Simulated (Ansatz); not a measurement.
The starting structures come from a database of crystals and need not be the phases stable at ambient conditions.

Inside the gap of an insulator the Bloch states are evanescent, with a wavenumber k + iκ along the transport direction.

Data:

```xyz
9
Lattice="7.7640 0.0000 0.0000 2.5880 7.3718 0.0000 3.8820 0.0000 2.2413" Properties=species:S:1:pos:R:3 pbc="T T T"
Cs     0.0000     0.0000     0.0000
Be     2.5880     3.1271     0.0000
Be     7.7640     4.2447     0.0000
B      5.1760     3.6859     0.0000
O     10.2562     3.6859     1.5495
O      7.8597     3.6859     1.5495
O      5.1760     3.6859     1.3836
F      2.5880     1.5691     0.0000
F      7.7640     5.8027     0.0000
```

Space group of this cell: R32. The cell is taken as given; by r2SCAN its mean pressure is -2.7 GPa.

Transport runs along the normal of the first two printed cell vectors, the (110) plane of the conventional cell.

The gap is the functional's own, uncorrected, and κ follows it; spin-orbit coupling is left out. Mid-gap values are interpolated between the computed energies.

Problem. Give the band gap and the smallest decay constant κ at mid-gap that r2SCAN (Ansatz, a quantum-chemistry and plane-wave program) yields.

Solution. Gap 6.44 eV on a 14×14×14 mesh; κ = 0.501 1/Å, at the zone centre.
